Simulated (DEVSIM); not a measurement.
Structure: abrupt In0.53Ga0.47As p-n junction, at 400 K.

```tsv
layer (left to right)	material	thickness (μm)	Nd (cm⁻³)	Na (cm⁻³)	τn (s)	τp (s)
1	In0.53Ga0.47As	0.830	-	4e16	5.3e-9	5.3e-9
2	In0.53Ga0.47As	21.0	5.9e14	-	5.3e-9	5.3e-9
```

Left contact: ohmic. Right contact: ohmic. Voltage is applied to the left contact. Recombination: SRH at mid-gap, Auger. Mobility is constant in doping.

Constants are typed, rounded textbook-type inputs, not results; the design itself was drawn at random and stands for no fabricated device. Values at 300 K; Nc and Nv go as T^1.5, mobilities as T to minus their exponent, the gap by Varshni's rule with the affinity fixed.

| parameter | In0.53Ga0.47As |
|---|---|
| gap (eV) | 0.74 |
| affinity (eV) | 4.51 |
| permittivity | 13.9 |
| Nc (cm⁻³) | 2.1e17 |
| Nv (cm⁻³) | 7.7e18 |
| μn (cm²/Vs) | 12000 |
| μp (cm²/Vs) | 300 |
| T exponent of μn | 1.6 |
| T exponent of μp | 1.6 |
| Cn (cm⁶/s) | 5e-29 |
| Cp (cm⁶/s) | 5e-29 |
| Varshni α (eV/K) | 0.00035 |
| Varshni β (K) | 190 |

Simulated with DEVSIM: 1D drift-diffusion, Boltzmann statistics, complete ionisation; no tunnelling, impact ionisation, image-force lowering or self-heating.

The doping Na of layer 1 was swept, all else fixed.

| doping Na of layer 1 (cm^-3) | potential step across the device at zero bias (V) | largest field in the device at zero bias (V/cm) | dark forward voltage at 100 A/cm² (V) |
|---|---|---|---|
| 1.2e15 | 0.175 | 3500 | 0.413 |
| 4e15 | 0.217 | 5200 | 0.436 |
| 1.2e16 | 0.255 | 7600 | 0.452 |
| 4e16 | 0.296 | 12000 | 0.468 |
| 1.2e17 | 0.334 | … | … |
| 4e17 | 0.376 | 37000 | 0.490 |
| 1.2e18 | 0.413 | 63000 | 0.497 |

Problem. What belongs in the gaps?

Solution. 
- 1.2e17, largest field in the device at zero bias (V/cm): 21000
- 1.2e17, dark forward voltage at 100 A/cm² (V): 0.479
